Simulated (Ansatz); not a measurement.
## BN, response to strain

Base system: BN in the wurtzite structure (space group P6_3mc, No. 186; a = 2.541 Å, c = 4.203 Å).

Strains are applied to the cell and any free atomic positions relax.

Calculations: PBEsol (Ansatz, a program for electronic structure; PAW; 420 eV plane waves; spin-orbit coupling left out).

Candidates:
(a) isotropic strain +1.20 %
(b) isotropic strain +2.40 %
(c) isotropic strain +3.00 %
(d) isotropic strain +0.60 %
(e) isotropic strain +1.80 %

Before the change:

```
Property    Value
--------  -------
Band gap  4.96 eV
```

Order them by band gap, highest first.

(c) isotropic strain +3.00 % (5.14 eV), (b) isotropic strain +2.40 % (5.11 eV), (e) isotropic strain +1.80 % (5.07 eV), (a) isotropic strain +1.20 % (5.04 eV), (d) isotropic strain +0.60 % (5.00 eV)

Whether these cells are dynamically stable was not tested.
